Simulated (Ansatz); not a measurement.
Terminations of the (100) surface of germanium, measured from the surface '1 pair of surface atoms bonded, H on every dangling bond'. Atoms come from or go to: B: alpha boron, C: graphite, Cl: ½ Cl2(g), Ge: germanium, H: ½ H2(g), I: ½ I2(g), P: black phosphorus, S: ⅛ S8(g), Si: silicon. ΔE is the energy of forming the row's surface from that one (negative: more stable at these reservoirs); the vacuum level's shift is aligned on the shared bottom. No zero-point or thermal terms. These are constructed structures in small cells; real faces may alloy, dewet or reconstruct in larger ones, and not all known structures of the face are among them. Slabs of about 17 Å, Fermi-Dirac smearing of 0.025 eV. Bottom of the slabs: built like the top, H on every dangling bond, free. Relaxed from the named starts with such symmetry as they have, on meshes of like density; energies extrapolated to zero smearing; spin only where a row says so; no spin-orbit coupling, no U. Brackets mark spin-polarised runs, whose order is one that fits the cell. Where a second, spin-polarised start was run, the lower counts. A dash marks a value that is undefined for that row (no clear gap, or no work function of a gapped slab) or was not read reliably on its mesh.

Calculation: PBE (plane waves to 420 eV, PAW; Ansatz, a quantum-chemistry and plane-wave program).

```
surface                                                                                                                                                                    atoms added per 1x1  ΔE per 1x1 (eV)  shift of the vacuum level (eV)  work function (eV)
--------------------------------------------------------------------------------------------------------------------------------------------------------------  ------------------------------  ---------------  ------------------------------  ------------------
1 pair of surface atoms bonded, P on one of 2 surface atoms, no caps [spin start, no net moment]                                                                         -0.5 Ge, -1 H, +0.5 P             0.34                            0.40                4.80
1 pair of surface atoms bonded, I on every dangling bond                                                                                                                            -1 H, +1 I            -0.74                            0.74                   –
1 pair of surface atoms bonded, B on one of 2 atoms under the surface, Cl on every dangling bond (like top atoms buckled by 0.6 Å) [spin start, no net moment]    +0.5 B, +1 Cl, -0.5 Ge, -1 H            -0.64                            1.89                6.52
1 pair of surface atoms bonded, Si on one of 2 surface atoms, no caps                                                                                                   -0.5 Ge, -1 H, +0.5 Si             0.71                            0.22                   –
1 pair of surface atoms bonded, B on one of 2 surface atoms (three bonds, no cap there), Cl on every dangling bond elsewhere                                    +0.5 B, +0.5 Cl, -0.5 Ge, -1 H              ___                            1.19                   –
1 pair of surface atoms bonded, C on one of 2 atoms under the surface, Cl on every dangling bond (like top atoms buckled by 1.0 Å)                                +0.5 C, +1 Cl, -0.5 Ge, -1 H            -0.12                            1.62                   –
1 pair of surface atoms bonded, Si on one of 2 surface atoms, H on every dangling bond                                                                                        -0.5 Ge, +0.5 Si            -0.03                           -0.01                   –
1 pair of surface atoms bonded, Si on one of 2 atoms of the third shell, H on every dangling bond                                                                             -0.5 Ge, +0.5 Si              ___                           -0.01                   –
1 pair of surface atoms bonded, Si on one of 2 atoms of the third shell, no caps                                                                                        -0.5 Ge, -1 H, +0.5 Si             0.58                            0.04                   –
1 pair of surface atoms bonded, SH on every dangling bond                                                                                                                                 +1 S            -0.65                            0.51                   –
1 pair of surface atoms bonded, Si on all surface atoms, H on every dangling bond                                                                                                 -1 Ge, +1 Si              ___                           -0.01                   –
1 pair of surface atoms bonded, Si on one of 2 atoms under the surface, H on every dangling bond                                                                              -0.5 Ge, +0.5 Si             0.04                           -0.01                   –
```

**Question.** Complete the blanks.

**Answer.** 
- 1 pair of surface atoms bonded, B on one of 2 surface atoms (three bonds, no cap there), Cl on every dangling bond elsewhere, ΔE per 1x1 (eV): 0.29
- 1 pair of surface atoms bonded, Si on one of 2 atoms of the third shell, H on every dangling bond, ΔE per 1x1 (eV): 0.07
- 1 pair of surface atoms bonded, Si on all surface atoms, H on every dangling bond, ΔE per 1x1 (eV): -0.06
